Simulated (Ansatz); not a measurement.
Start from GaN in the wurtzite structure (space group P6_3mc, No. 186; a = 3.1826 Å, c = 5.1853 Å).

The change: P takes the place of N on all its sites; the structure is relaxed again.

Levels (all Ansatz, a quantum-chemistry and plane-wave program, PAW): PBEsol (420 eV, no SOC); r2SCAN (500 eV, no SOC); HSE06 (420 eV, no spin-orbit coupling).

One geometry, relaxed with PBEsol, under each level:

```csv
level,band gap,lowest conduction level above the VBM at special points,electron mass,pressure
PBEsol,1.29 eV,Γ 1.29 eV; M 1.40 eV; L 1.58 eV; K 2.05 eV,"1.2 mₑ along c, 0.12 mₑ across (at Γ)",0.00 GPa
r2SCAN,1.76 eV,Γ 1.76 eV; M 1.77 eV; L 1.98 eV; K 2.40 eV,"1.1 mₑ along c, 0.13 mₑ across (at Γ)",0.69 GPa
HSE06,2.20 eV,Γ 2.20 eV; M 2.20 eV; L 2.43 eV,–,–
```

Single points use the geometry relaxed with PBEsol. Their cutoffs differ, which shifts pressures a little. Effective masses come from finite differences of ±0.01 Å⁻¹. Stability against distortions was not tested. For GaP in this form, whether it has been made was not checked. This is not the structure that GaP has at room temperature and ambient pressure.
